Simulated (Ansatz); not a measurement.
## TiSi2 under a change: uniaxial strain ε_yy = −1.61 %

Consider TiSi₂ (space group Fddd, No. 70; a = 4.8062 Å, b = 8.2649 Å, c = 8.5648 Å). Axes: x, y, z lie along a, b, c of the conventional cell.

It is then changed as follows: uniaxial strain ε_yy = −1.61 %, all other strain components held at zero, atoms relaxed at fixed cell.

All numbers come from PBE (Ansatz, an electronic-structure program), spin-orbit coupling left out, earlier PAW set. k-mesh 13×13×13 (Γ-centred); smearing 0.05 eV (Fermi–Dirac).

Volume per atom: 13.95 Å³ (base 14.18 Å³)
Space group: Fddd (No. 70) (base Fddd (No. 70))
Energy relative to the base (free energy F): +3.9 meV/atom
Pressure (mean of the normal stresses, compression positive): 2.1 GPa (base 0.0 GPa)
Band gap: zero (base zero)
Stress (xx, yy, zz, yz, xz, xy; compression positive): (0.4, 5.5, 0.4, 0.0, 0.0, 0.0) GPa (rough)

Final structure:

```
TiSi2
1.0
    0.00000     4.06589     4.28241
    2.40310     0.00000     4.28241
    2.40310     4.06589     0.00000
Si Ti
4 2
Direct
  0.66301   0.33699   0.66301
  0.33699   0.66301   0.33699
  0.58699   0.91301   0.58699
  0.91301   0.58699   0.91301
  0.00000   0.00000   0.00000
  0.25000   0.25000   0.25000
```

Without a gap, meshes like the base's 13×13×13 leave anisotropic stresses uncertain by several tenths of a GPa, and small strain energies with them. Stability against distortions was not tested. The final runs are not spin-polarised.
